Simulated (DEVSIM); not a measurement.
Device: abrupt Si p-n junction, at 300 K.

Layer 1 from the left is Si, thickness (μm) 2.40, Na (cm⁻³) 2.6e17, τn (s) 0.00085, τp (s) 0.00085. Layer 2 from the left is Si, thickness (μm) 3.10, Nd (cm⁻³) 2.1e17, τn (s) 0.00085, τp (s) 0.00085.

Left contact: ohmic. Right contact: ohmic. Voltage is applied to the left contact. Recombination: SRH at mid-gap, Auger. Mobility is constant in doping.

This is a model device: material constants are rounded textbook-type values typed into the input, and sizes, dopings and lifetimes were drawn at random. Values at 300 K.

Si: gap (eV) 1.124, affinity (eV) 4.05, permittivity 11.7, Nc (cm⁻³) 2.86e19, Nv (cm⁻³) 3.1e19, μn (cm²/Vs) 1417, μp (cm²/Vs) 470, Cn (cm⁶/s) 2.8e-31, Cp (cm⁶/s) 9.9e-32.

Model (solved in DEVSIM): 1D drift-diffusion, Boltzmann statistics, complete ionisation; no tunnelling, impact ionisation, image-force lowering or self-heating.

Dark forward current:

| |V| (V) | |J| (A/cm²) |
|---|---|
| 0.05 | 8.776e-11 |
| 0.10 | 6.900e-10 |
| 0.15 | 4.843e-9 |
| 0.20 | 3.353e-8 |
| 0.25 | 2.318e-7 |
| 0.30 | 1.602e-6 |
| 0.35 | 1.107e-5 |
| 0.40 | 7.655e-5 |
| 0.45 | 0.0005291 |
| 0.50 | 0.003657 |
| 0.55 | 0.02528 |
| 0.60 | 0.1747 |
| 0.65 | 1.207 |
| 0.70 | 8.318 |
| 0.75 | 56.61 |
| 0.80 | 357.5 |
| 0.85 | 1714 |
| 0.90 | 5326 |

Q: Work out the local ideality factor n = ΔV / (kT/q · ln(J2/J1)) between the rows 0.15 and 0.20 V, 0.85 and 0.90 V.

A: kT/q = 25.85 mV. From 0.15 to 0.20 V: ln(3.353e-8/4.843e-9) = 1.935, n = 1.00, near the 1 of diffusion or emission over a barrier. From 0.85 to 0.90 V: ln(5326/1714) = 1.134, n = 1.71.

Q: Estimate the current at 0.45 V from the Shockley equation with J0 = Σ q ni² D/(N L) coth(W/L), τ joining the SRH, radiative and Auger lifetimes that are on, and W taken as the whole layer.

A: ni² = 1.16e20 cm⁻⁶; electrons in the p layer: μ = 1420 cm²/Vs, D = 36.6 cm²/s, τ = 0.000127 s, L = 682 μm, W/L = 0.0035, term 1.09e-11 A/cm²; holes in the n layer: μ = 470 cm²/Vs, D = 12.1 cm²/s, τ = 7.39e-5 s, L = 300 μm, W/L = 0.010, term 3.46e-12 A/cm². J0 = 1.44e-11 A/cm², and J = J0 exp(qV/kT) = 0.000522 A/cm². The simulation gives 0.000529 A/cm²; the estimate lies 1.4 % below. The estimate leaves out recombination in the depletion region and that region's share of W.
